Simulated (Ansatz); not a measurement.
**Effect of pressure 15 GPa on MgS**

Start from MgS in the rock salt structure (space group Fm-3m, No. 225; a = 5.230 Å).

Now apply this change: cell and atoms relaxed at a pressure of 15 GPa.

Calculations: PBE in Ansatz (plane waves to 420 eV, PAW, without spin-orbit coupling). Settings: 11×11×11 k-points, 0.05 eV Fermi–Dirac smearing.

The volume per atom falls by 2.48 Å³ (17.88 Å³ → 15.40 Å³) and the density grows by 0.42 g/cm³, from 2.62 g/cm³ to 3.04 g/cm³. The lattice parameter a shrinks by 0.2543 Å, from 5.230 Å to 4.975 Å and the shortest interatomic distance decreases by 0.127 Å to 2.488 Å. The enthalpy H = E + PV relative to the base's energy is +1.54 eV/atom and the band gap increases by 0.30 eV, from 2.76 eV to 3.06 eV. The gap character remains indirect, Γ → X and the smallest direct gap goes up by 1.27 eV (3.60 eV → 4.87 eV). The electron mass becomes 0.55 mₑ along k, 0.29 mₑ across (at X) (base: 0.52 mₑ along k, 0.29 mₑ across (at X)) and the hole mass (degenerate bands, along [100]) changes from 0.25, 0.97, 0.97 mₑ (at Γ) to 0.28, 0.82, 0.82 mₑ (at Γ).

Final structure:

```xyz
2
Lattice="0.0000 2.4877 2.4877 2.4877 0.0000 2.4877 2.4877 2.4877 0.0000" Properties=species:S:1:pos:R:3 pbc="T T T"
S      0.0000     0.0000     0.0000
Mg     2.4877     2.4877     2.4877
```

Load acts through the strain it causes; cell and atoms are relaxed under it. Effective masses come from finite differences of ±0.01 Å⁻¹. Along k means along the line from Γ to the band edge. Stability against distortions was not tested. Competing high-pressure phases were not computed.

Ansatz is a quantum-chemistry and plane-wave program.
